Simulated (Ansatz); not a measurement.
Take SnO in the litharge type structure (space group P4/nmm, No. 129; a = 3.7701 Å, c = 4.5599 Å; layered, stacked along the Cartesian z axis) as the base.

Modification: a free-standing slab of 1 layer (4 atoms, 4 a layer) is cut normal to the stacking axis, with 15 Å of vacuum and the in-plane cell relaxed.

Levels (all Ansatz, a quantum-chemistry and plane-wave program, PAW): PBEsol-D3(BJ) (420 eV, no spin-orbit coupling); r2SCAN (500 eV, without spin-orbit coupling).

The geometry is relaxed with PBEsol-D3(BJ).

PBEsol-D3(BJ) smallest direct gap: 3.25 eV
PBEsol-D3(BJ) gap character: indirect, M–Γ (60 % along) → M–Γ (27 % along)
PBEsol-D3(BJ) band gap: 3.01 eV

Problem. Predict the smallest direct gap, gap character and band gap from r2SCAN.

Solution. The smallest direct gap rises by 0.417 eV to 3.66 eV; the gap character is still indirect, M–Γ (60 % along) → M–Γ (27 % along); the band gap grows by 0.44 eV to 3.45 eV.

Single points use the geometry relaxed with PBEsol-D3(BJ). Whether these cells are dynamically stable was not tested. The final runs are not spin-polarised.
